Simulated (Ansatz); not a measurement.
Input and output of a self-consistent single point for a (100) slab of RbBi2 (cut from a parent of space group no. 227; 12 atoms in the cell) (Ansatz, a first-principles code).

Level of theory: PBEsol, default PAW files made with PBE (plane waves; Ansatz).

The change in words: vacuum of 20 angstrom (first run: 14 Å); efield.axis: default → 3; efield.dipole_correction: default → true. Reference geometry:
```yaml
crystal:
  lattice:
    - [6.76983, 0.00000, 0.00000]
    - [-6.76983, 6.76983, 0.00000]
    - [0.00000, 0.00000, 22.37718]
  atoms:
    - { symbol: Bi, position: [0.75000, 0.25000, 0.31282] }
    - { symbol: Bi, position: [0.75000, 0.00000, 0.41978] }
    - { symbol: Bi, position: [0.25000, 0.00000, 0.41978] }
    - { symbol: Bi, position: [0.25000, 0.75000, 0.31282] }
    - { symbol: Bi, position: [0.75000, 0.75000, 0.52674] }
    - { symbol: Bi, position: [0.75000, 0.50000, 0.63370] }
    - { symbol: Bi, position: [0.25000, 0.50000, 0.63370] }
    - { symbol: Bi, position: [0.25000, 0.25000, 0.52674] }
    - { symbol: Rb, position: [0.00000, 0.50000, 0.47326] }
    - { symbol: Rb, position: [0.50000, 0.50000, 0.36630] }
    - { symbol: Rb, position: [0.00000, 0.00000, 0.68718] }
    - { symbol: Rb, position: [0.50000, 0.00000, 0.58022] }
```

Reference input (self-consistent single point, DFT, PBEsol, plane waves, default PAW files made with PBE): basis.ecutwfc = 420 eV; kpoints.mp_grid.grid = 3 3 1; hamiltonian.xc = pbesol; hamiltonian.pseudopotentials = {kind: paw} (the program's default PAW files); scf.occupations.method = fermi_dirac; scf.occupations.width = 0.1 eV. This run's input differs from it in these lines:

Ansatz 0.2 input:
```diff
@@ -4,16 +4,16 @@
     - [-6.76982800, 6.76982800, 0.00000000]
-    - [0.00000000, 0.00000000, 22.37717600]
+    - [0.00000000, 0.00000000, 28.37716400]
   atoms:
-    - { symbol: Bi, position_ang: [3.38491400, 1.69245700, 7.00000582] }
-    - { symbol: Bi, position_ang: [5.07737100, 0.00000000, 9.39349094] }
-    - { symbol: Bi, position_ang: [1.69245700, 0.00000000, 9.39349094] }
-    - { symbol: Bi, position_ang: [-3.38491400, 5.07737100, 7.00000582] }
-    - { symbol: Bi, position_ang: [0.00000000, 5.07737100, 11.78688655] }
-    - { symbol: Bi, position_ang: [1.69245700, 3.38491400, 14.18037168] }
-    - { symbol: Bi, position_ang: [-1.69245700, 3.38491400, 14.18037168] }
-    - { symbol: Bi, position_ang: [0.00000000, 1.69245700, 11.78688655] }
-    - { symbol: Rb, position_ang: [-3.38491400, 3.38491400, 10.59017756] }
-    - { symbol: Rb, position_ang: [0.00000000, 3.38491400, 8.19667006] }
-    - { symbol: Rb, position_ang: [0.00000000, 0.00000000, 15.37717018] }
-    - { symbol: Rb, position_ang: [3.38491400, 0.00000000, 12.98368506] }
+    - { symbol: Bi, position_ang: [3.38491400, 1.69245700, 9.99999908] }
+    - { symbol: Bi, position_ang: [5.07737100, 0.00000000, 12.39347098] }
+    - { symbol: Bi, position_ang: [1.69245700, 0.00000000, 12.39347098] }
+    - { symbol: Bi, position_ang: [-3.38491400, 5.07737100, 9.99999908] }
+    - { symbol: Bi, position_ang: [0.00000000, 5.07737100, 14.78688613] }
+    - { symbol: Bi, position_ang: [1.69245700, 3.38491400, 17.18035802] }
+    - { symbol: Bi, position_ang: [-1.69245700, 3.38491400, 17.18035802] }
+    - { symbol: Bi, position_ang: [0.00000000, 1.69245700, 14.78688613] }
+    - { symbol: Rb, position_ang: [3.38491400, 3.38491400, 13.59016437] }
+    - { symbol: Rb, position_ang: [0.00000000, 3.38491400, 11.19666409] }
+    - { symbol: Rb, position_ang: [0.00000000, 0.00000000, 18.37716492] }
+    - { symbol: Rb, position_ang: [3.38491400, 0.00000000, 15.98369302] }
 basis:
@@ -25,2 +25,5 @@
   pseudopotentials: { kind: paw }
+efield:
+  axis: 3
+  dipole_correction: true
 scf:
@@ -30,3 +33,2 @@
   eigenvalues: true
-  stress: true
```

Output (repeated stretches shortened):

```
SCF iter   1: F=—  HF=-110805.667401 eV  |F-HF|=—  |Δ(HF+E_count)|=         —  Δρ=1.85e-3  dr2=2.41e-1  ethr=1.77e-3  p=0.488 e·Å  D=6.79e-2 V/Å  ΔV_dip=-1.93 eV  dr2_dipole=9.15e-2  V_vac-E_F(+/−)=2.20/4.13 eV  ⟨swp⟩=13.2  Hψ=2107  notcnv=0
all-band conjugate gradients solve this SCF's bands
efield: sawtooth ramp at fractional position 0.9500 (placed from the atoms, in the widest stretch of the axis that holds none …
   [... lines left out ...]
SCF iter   7: F=—  HF=-110805.640138 eV  |F-HF|=—  |Δ(HF+E_count)|=   3.23e-6  Δρ=4.33e-6  dr2=5.03e-7  ethr=4.01e-9  p=0.408 e·Å  D=5.67e-2 V/Å  ΔV_dip=-1.61 eV  dr2_dipole=1.78e-8  V_vac-E_F(+/−)=2.44/4.05 eV  ⟨swp⟩=2.0  Hψ=682  notcnv=0  defer=1
SCF iter   8: F=-110805.640138 eV  HF=-110805.640138 eV  |F-HF|=3.97e-8  |Δ(HF+E_count)|=   1.99e-7  Δρ=1.46e-6  dr2=7.04e-8  ethr=6.41e-11  p=0.408 e·Å  D=5.67e-2 V/Å  ΔV_dip=-1.61 eV  dr2_dipole=1.51e-9  V_vac-E_F(+/−)=2.44/4.05 eV  ⟨swp⟩=12.2  [...]
SCF 1 converged in 8 iterations: F = -110805.640138 eV  dr2 = 7.04e-8
Free energy (F): -110805.640138 eV
Internal energy: -110805.339245 eV  (E = F + TS)
E sigma→0 (E₀):  -110805.489691 eV
Entropy (-TS):   -0.300893 eV (-25.074 meV/atom)
Fermi energy:    0.748794 eV
Dipole field:    D = 0.056681 V/Å  (p = 0.407381 e·Å, saw-weighted, corrected)
Work function:   Φ+ = 2.4403 eV   Φ− = 4.0488 eV
Levels:          The Fermi level and band energies are counted from a zero that moves with the ramp; work functions are not
--- Forces (eV/Å), atoms counted from 1 ---
  atom   1  Bi     0.00000000     0.02243739     0.36147387
  atom   2  Bi    -0.11429419     0.00000000    -0.43868416
  atom   3  Bi     0.11429419     0.00000000    -0.43868416
  atom   4  Bi     0.00000000    -0.02243739     0.36147387
  atom   5  Bi     0.00000000     0.10809725     0.20859898
  atom   6  Bi     0.09964796     0.00000000     0.01652631
  atom   7  Bi    -0.09964796     0.00000000     0.01652631
  atom   8  Bi     0.00000000    -0.10809725     0.20859898
  atom   9  Rb     0.00000000     0.00000000    -0.00711231
  atom  10  Rb     0.00000000     0.00000000    -0.28782761
  atom  11  Rb     0.00000000     0.00000000     0.00560324
  atom  12  Rb     0.00000000     0.00000000    -0.00648826
```

The run converged in 8 iterations. Against the reference run the free energy goes up by 2.4 meV/atom and the largest force hardly changes (0.444 to 0.453 eV/Å).

The starting cell comes from a database of computed structures (which also holds hypothetical and non-ambient phases and stackings), without a prior relaxation at this level. The slab is cut from that crystal, and its faces are unrelaxed. Its lattice was rescaled by up to half a per cent.

Cost on one core of a shared machine: roughly 50 s.
